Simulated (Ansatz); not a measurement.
## Effect of x(Pt) = 0.667, 3 atoms, Immm on Pd

Consider Pd in the fcc (Cu type) structure (space group Fm-3m, No. 225; a = 3.943 Å).

The other end (x = 1) is Pt in the fcc (Cu type) structure (space group Fm-3m, No. 225): 15.65 Å³/atom, gap zero.

The change: a fraction x = 0.667 of the Pd sites is given to Pt, ordered in a cell of 3 atoms (starting symmetry Immm) and fully relaxed.

Computed with Ansatz (an electronic-structure program), PBE, PAW, cutoff 420 eV, no SOC. Γ-centred 20×20×20 mesh, Fermi–Dirac width 0.05 eV.

The volume per atom goes up by 0.17 Å³, from 15.32 Å³ to 15.49 Å³ and the density goes up by 6.21 g/cm³, from 11.53 g/cm³ to 17.74 g/cm³. The shortest interatomic distance hardly moves (2.788 Å against 2.789 Å) and the band gap stays zero. The mixing energy is -0.02 eV/atom (to 0.01 eV only: unlike meshes or grids) and the deviation of the volume from the linear (Vegard-type) interpolation is -0.3 %.

Final structure:

```
CELL_PARAMETERS angstrom
     -1.39430     1.98492     4.19786
      1.39430    -1.98492     4.19786
      1.39430     1.98492    -4.19786
ATOMIC_POSITIONS crystal
  Pt 0.16698 0.16698 0.00000
  Pt 0.83302 0.83302 0.00000
  Pd 0.50000 0.50000 0.00000
```

Cost of the whole job for the changed cell (relaxation, final SCF and bands): roughly 10 core-minutes.

Each cell is one ordered arrangement of few atoms, which overstates ordering effects compared with a random alloy. Stability against distortions was not tested. The final runs are not spin-polarised. Pt lies near a magnetic instability that expansion can trigger; it was not tested. PdPt2 has a high density of states at the Fermi level and may be magnetic at this level.
